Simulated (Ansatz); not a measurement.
**PBE-D3(BJ) against r2SCAN+rVV10: Bi2Te3, pressure 1.5 GPa**

The reference is Bi2Te3 in the Bi2Te3 type structure (space group R-3m, No. 166; a = 4.3871 Å, c = 30.2858 Å (hexagonal axes)).

(Cell as relaxed with PBE-D3(BJ).)

Levels (all Ansatz, a quantum-chemistry and plane-wave program, PAW): PBE-D3(BJ) (420 eV, no spin-orbit coupling); r2SCAN+rVV10 (500 eV, without spin-orbit coupling).

Each level relaxes its own structure.

| base | PBE-D3(BJ) | r2SCAN+rVV10 |
|---|---|---|
| volume per atom | 33.65 Å³ | 34.99 Å³ |
| lattice parameter a | 4.387 Å | 4.395 Å |
| band gap | 0.26 eV | 0.68 eV |

The change: a hydrostatic pressure of 1.5 GPa.

```csv
quantity,PBE-D3(BJ),r2SCAN+rVV10
lattice parameter a,4.342 Å,…
band gap,0.24 eV,…
"valence-band top at Γ (three highest levels, from the VBM)","0.00, -0.97, -0.97 eV",…
```

Predict the r2SCAN+rVV10 column.


- lattice parameter a, r2SCAN+rVV10: 4.355 Å
- band gap, r2SCAN+rVV10: 0.55 eV
- valence-band top at Γ (three highest levels, from the VBM), r2SCAN+rVV10: 0.00, -1.02, -1.02 eV

PBE-D3(BJ)'s lattice parameter a lies 0.013 Å below r2SCAN+rVV10's (0.3 %); PBE-D3(BJ)'s band gap lies 0.31 eV below r2SCAN+rVV10's. Neither level is exact; r2SCAN+rVV10 is the comparison here, not a measurement.

With Bi and Te present, leaving out spin-orbit coupling can change the band edges. Load acts through the strain it causes; cell and atoms are relaxed under it. No phonon test of stability was made. The zero or small gap of Bi2Te3 can change with the level of theory.
